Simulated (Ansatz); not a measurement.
The starting structures come from a database of crystals and need not be the phases stable at ambient conditions.

Here is the system:

```
CELL_PARAMETERS angstrom
      7.35484     0.00000     0.00000
      2.06544     7.41240     0.00000
     -3.04620    -1.81724     6.06128
ATOMIC_POSITIONS crystal
  Cd 0.86330 0.78780 0.33390
  Cd 0.13670 0.21220 0.66610
  Hg 0.35650 0.79060 0.84450
  Hg 0.64350 0.20940 0.15550
  Hg 0.64150 0.20800 0.65750
  Hg 0.35850 0.79200 0.34250
  Se 0.86600 0.68700 0.79750
  Se 0.13400 0.31300 0.20250
  O  0.79390 0.82980 0.63640
  O  0.20610 0.17020 0.36360
  O  0.80310 0.13810 0.44970
  O  0.19690 0.86190 0.55030
  O  0.07940 0.16950 0.94190
  O  0.92060 0.83050 0.05810
  O  0.07930 0.54480 0.77860
  O  0.92070 0.45520 0.22140
  O  0.32570 0.42990 0.27810
  O  0.67430 0.57010 0.72190
  O  0.52290 0.75650 0.15290
  O  0.47710 0.24350 0.84710
```

Space group of this cell: P-1. The cell is taken as given; by PBEsol its mean pressure is -5.5 GPa.

Transport runs along the normal of the first two printed cell vectors.

No gap correction and no spin-orbit coupling; mid-gap values are interpolated between computed energies.

Estimate the band gap and the smallest decay constant κ at mid-gap that PBEsol (Ansatz, a first-principles code) returns for this system.

Gap 0.89 eV on a 6×4×6 mesh; κ = 0.178 1/Å, at the zone centre.
